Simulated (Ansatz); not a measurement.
Electronic density of states of amorphous Pt38P10, density 16.69 g/cm³, on a 2×2×2 Γ-centred mesh with a Gaussian width of 0.1 eV; energies count from the Fermi level. Cell and mesh are small, so fine structure isn't converged. Level of theory: PBE, scalar-relativistic without spin-orbit coupling (plane waves to 420 eV, PAW; Ansatz, an electronic-structure program). Sampling: a 2×2×2 Γ-centred mesh; Fermi-Dirac width 0.1 eV; no spin polarisation.

The cell was made by melting and quenching with the CHGNet potential and then relaxed with DFT. The hot cell started wider than the set density and was brought back towards it in steps. It is the lowest in DFT energy of 3 quenches. It is a model cell: composition and starting density were chosen by hand, and all elements were melted together. No dispersion term was used. Its density started from a set value of 17.99 and ended at 16.69 g/cm³. The quench (nominally 190 K/ps over its main leg) was far faster than any real one, so the model tends to hold more defects than a real film. A cell of this size samples the disorder only roughly. Volume and shape were free in the relaxation. On a 2×2×2 Γ-centred mesh force components of up to 0.26 eV/Å stay, since the relaxation ran on one k-point at (1/4, 1/4, 1/4).

(E - EF (eV), states/(eV atom)): (-12.00, 0.27); (-11.90, 0.04); (-11.80, 0.00); (-11.70, 0.00); (-11.60, 0.00); (-11.50, 0.00); (-11.40, 0.00); (-11.30, 0.00); (-11.20, 0.00); (-11.10, 0.00); (-11.00, 0.00); (-10.90, 0.00); (-10.80, 0.00); (-10.70, 0.00); (-10.60, 0.00); (-10.50, 0.00); (-10.40, 0.00); (-10.30, 0.00); (-10.20, 0.00); (-10.10, 0.00); (-10.00, 0.00); (-9.90, 0.00); (-9.80, 0.00); (-9.70, 0.00); (-9.60, 0.00); (-9.50, 0.00); (-9.40, 0.00); (-9.30, 0.00); (-9.20, 0.00); (-9.10, 0.00); (-9.00, 0.00); (-8.90, 0.00); (-8.80, 0.00); (-8.70, 0.00); (-8.60, 0.00); (-8.50, 0.00); (-8.40, 0.00); (-8.30, 0.04); (-8.20, 0.17); (-8.10, 0.30); (-8.00, 0.40); (-7.90, 0.41); (-7.80, 0.38); (-7.70, 0.43); (-7.60, 0.52); (-7.50, 0.55); (-7.40, 0.53); (-7.30, 0.46); (-7.20, 0.48); (-7.10, 0.59); (-7.00, 0.61); (-6.90, 0.63); (-6.80, 0.60); (-6.70, 0.57); (-6.60, 0.56); (-6.50, 0.62); (-6.40, 0.70); (-6.30, 0.61); (-6.20, 0.53); (-6.10, 0.64); (-6.00, 0.70); (-5.90, 0.61); (-5.80, 0.46); (-5.70, 0.51); (-5.60, 0.77); (-5.50, 0.99); (-5.40, 1.09); (-5.30, 1.21); (-5.20, 1.27); (-5.10, 1.33); (-5.00, 1.34); (-4.90, 1.39); (-4.80, 1.40); (-4.70, 1.43); (-4.60, 1.49); (-4.50, 1.49); (-4.40, 1.44); (-4.30, 1.43); (-4.20, 1.40); (-4.10, 1.42); (-4.00, 1.42); (-3.90, 1.43); (-3.80, 1.42); (-3.70, 1.36); (-3.60, 1.34); (-3.50, 1.37); (-3.40, 1.40); (-3.30, 1.34); (-3.20, 1.39); (-3.10, 1.39); (-3.00, 1.33); (-2.90, 1.35); (-2.80, 1.39); (-2.70, 1.37); (-2.60, 1.34); (-2.50, 1.42); (-2.40, 1.44); (-2.30, 1.47); (-2.20, 1.48); (-2.10, 1.41); (-2.00, 1.42); (-1.90, 1.42); (-1.80, 1.34); (-1.70, 1.38); (-1.60, 1.41); (-1.50, 1.37); (-1.40, 1.35); (-1.30, 1.35); (-1.20, 1.33); (-1.10, 1.27); (-1.00, 1.20); (-0.90, 1.16); (-0.80, 1.08); (-0.70, 1.01); (-0.60, 0.97); (-0.50, 0.88); (-0.40, 0.86); (-0.30, 0.75); (-0.20, 0.65); (-0.10, 0.61); (0.00, 0.56); (0.10, 0.52); (0.20, 0.47); (0.30, 0.48); (0.40, 0.52); (0.50, 0.47); (0.60, 0.44); (0.70, 0.41); (0.80, 0.42); (0.90, 0.42); (1.00, 0.41); (1.10, 0.45); (1.20, 0.39); (1.30, 0.35); (1.40, 0.38); (1.50, 0.35); (1.60, 0.34); (1.70, 0.36); (1.80, 0.41); (1.90, 0.43); (2.00, 0.39); (2.10, 0.35); (2.20, 0.34); (2.30, 0.40); (2.40, 0.37); (2.50, 0.25); (2.60, 0.29); (2.70, 0.33); (2.80, 0.41); (2.90, 0.37); (3.00, 0.25); (3.10, 0.28); (3.20, 0.35); (3.30, 0.38); (3.40, 0.37); (3.50, 0.34); (3.60, 0.30); (3.70, 0.29); (3.80, 0.34); (3.90, 0.35); (4.00, 0.32); (4.10, 0.37); (4.20, 0.44); (4.30, 0.35); (4.40, 0.31); (4.50, 0.37); (4.60, 0.35); (4.70, 0.30); (4.80, 0.32); (4.90, 0.36); (5.00, 0.38); (5.10, 0.30); (5.20, 0.29); (5.30, 0.30); (5.40, 0.39); (5.50, 0.49); (5.60, 0.43); (5.70, 0.40); (5.80, 0.37); (5.90, 0.33); (6.00, 0.30)
